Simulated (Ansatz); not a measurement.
The reference is Sc in the hcp (Mg type) structure (space group P6_3/mmc, No. 194).

```
Sc
1.0
    3.27714     0.00000     0.00000
   -1.63857     2.83808     0.00000
    0.00000     0.00000     5.08539
Sc
2
Direct
  0.66667   0.33333   0.25000
  0.33333   0.66667   0.75000
```

Calculations: DFT with PBEsol, PAW potentials and a 420 eV plane-wave cutoff in Ansatz (a quantum-chemistry and plane-wave program), spin-orbit coupling left out.

One change was made to it. Results:

The c/a ratio decreases by 0.0064, from 1.552 to 1.545; the shortest interatomic distance shrinks by 0.3265 Å, from 3.169 Å to 2.843 Å.

**Question.** Which change produced these results?
A) pressure −2 GPa
B) pressure 2.1 GPa
C) pressure 30 GPa
D) pressure 0.9 GPa

**Answer.** C, pressure 30 GPa. For comparison, the shortest interatomic distance in the other runs: pressure −2 GPa gives 3.210 Å; pressure 0.9 GPa gives 3.153 Å; pressure 2.1 GPa gives 3.132 Å.

Load acts through the strain it causes; cell and atoms are relaxed under it. No phonon test of stability was made. No other phases were tried under pressure. All final runs are without spin polarisation.
